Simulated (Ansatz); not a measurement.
**A constructed model of the (100) surface of fcc Ag, a layer of Ru in place of the second plane (bottom of the slab: a bare face, its two planes held)**

Method: PBE (plane waves to 420 eV, PAW; Ansatz, an electronic-structure program).

Slab: 6 atoms, 10.4 Å thick at the start (thin: gaps and levels are the slab's own); k 13x13x1, smearing 0.1 eV, dipole-corrected; 2 atoms held, the rest relaxed; start symmetry kept, larger cells not searched; no spin, no spin-orbit, no U. It is one candidate, not shown to be the stable structure of the face.

work function of the top face: 4.27 eV
energy released by relaxation: 0.11 eV
cost: roughly 70 core-seconds
